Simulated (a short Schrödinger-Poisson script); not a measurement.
# MOS inversion layer, Al2O3 on p-type In0.53Ga0.47As

Stack: MOS inversion layer, Al2O3 on p-type In0.53Ga0.47As, at 300 K.

| layer | material | thickness (nm) | Na (cm⁻³) |
|---|---|---|---|
| 1 | Al2O3 | 2.3 | - |
| 2 | In0.53Ga0.47As | 970 | 1.7e17 |

The device is made up for the run: typed textbook-type constants, with dimensions and the other settings drawn at random. Al2O3: permittivity 9, conduction-band edge (eV) 3.16, gap (eV) 6.8, electron mass (mₑ) 0.3. In0.53Ga0.47As: permittivity 13.9, conduction-band edge (eV) 0, gap (eV) 0.74, Nv at 300 K (cm⁻³) 7.7e18.

Channel valleys (confinement mass, in-plane density-of-states mass, number): Γ 0.041, 0.041, 1. At the gate the conduction-band edge of layer 1 lies 3.31 eV − eVg above the Fermi level of the channel; the field vanishes at the back. Gaps are held at their typed values at every temperature. Mesh 0.03 nm at interfaces.

Solved with a short Schrödinger-Poisson script written for these runs: 1D Poisson equation in equilibrium, electrons quantum, Hartree (BenDaniel-Duke, 12 states a valley, the channel's in-plane mass for all, wave functions ending at the dielectric), parabolic valleys, classical holes, full ionisation, no traps, pinning or gate leakage.

| Vg (V) | electrons (cm⁻²) | C (μF/cm²) | Γ E0 (meV) | Γ E1 (meV) |
|---|---|---|---|---|
| 0 | 1.76e6 | 0.189 | 322.6 | 407.6 |
| 0.1 | 4.69e7 | 0.172 | 237.4 | 330.2 |
| 0.2 | 1.33e9 | 0.165 | 150.7 | 250.3 |
| 0.3 | 3.42e10 | 0.293 | 65.7 | 171.5 |
| 0.4 | 3.04e11 | 0.767 | 1.0 | 113.4 |
| 0.5 | 8.31e11 | 0.990 | -42.7 | 77.1 |
| 0.6 | 1.45e12 | 1.08 | -79.9 | 47.8 |
| 0.7 | 2.13e12 | 1.15 | -114.6 | 22.0 |
| 0.8 | 2.85e12 | 1.20 | -147.3 | -0.5 |
| 0.9 | 3.60e12 | 1.25 | -178.8 | -20.5 |

Gate voltages with under 1e6 electrons/cm² are left out.

Subbands count from the Fermi level.

Above a few 1e12 electrons/cm² a light Γ valley is non-parabolic and upper valleys begin to fill, which the model leaves out.
